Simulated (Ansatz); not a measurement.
The parent structure is NbSi2 (space group P6_222, No. 180).

```xyz
9
Lattice="4.7928 0.0000 0.0000 -2.3964 4.1507 0.0000 0.0000 0.0000 6.5854" Properties=species:S:1:pos:R:3 pbc="T T T"
Nb     2.3964     0.0000     0.0000
Nb     1.1982     2.0754     2.1951
Nb    -1.1982     2.0754     4.3903
Si     0.0000     1.3160     0.0000
Si     3.6531     0.6580     2.1951
Si     1.2567     3.4927     4.3903
Si     2.3964     2.8347     0.0000
Si    -1.2567     3.4927     2.1951
Si     1.1397     0.6580     4.3903
```

Cartesian axes are those of the cell as printed.

All numbers come from Ansatz (a first-principles code) r2SCAN, spin-orbit coupling left out.

Strains are applied to the cell and any free atomic positions relax; under biaxial strain the out-of-plane vector relaxes too.

One change was made to it. Results:

The pressure (mean of the normal stresses, compression positive) goes from zero to -3.3 GPa; the shortest interatomic distance shrinks by 0.0272 bohr (4.837 bohr → 4.809 bohr).

Task: Which of these changes matches the shifts?
A. biaxial strain +3.92 %, plane normal [001], relaxed out of plane
B. isotropic strain −5.24 %
C. strain tensor (xx, yy, zz, yz, xz, xy) = (+0.65, +1.93, −0.36, +0.93, +0.52, −1.03) %
D. uniaxial strain ε_zz = −1.24 %

Result: C, strain tensor (xx, yy, zz, yz, xz, xy) = (+0.65, +1.93, −0.36, +0.93, +0.52, −1.03) %. For comparison, the pressure in the other runs: biaxial strain +3.92 %, plane normal [001], relaxed out of plane gives -8.5 GPa; uniaxial strain ε_zz = −1.24 % gives 2.7 GPa; isotropic strain −5.24 % gives 42.0 GPa.

Without a gap, meshes like the base's 11×11×7 leave anisotropic stresses uncertain by several tenths of a GPa, and small strain energies with them. Whether these cells are dynamically stable was not tested. The final runs are not spin-polarised. An odd electron count without spin: NbSi2.
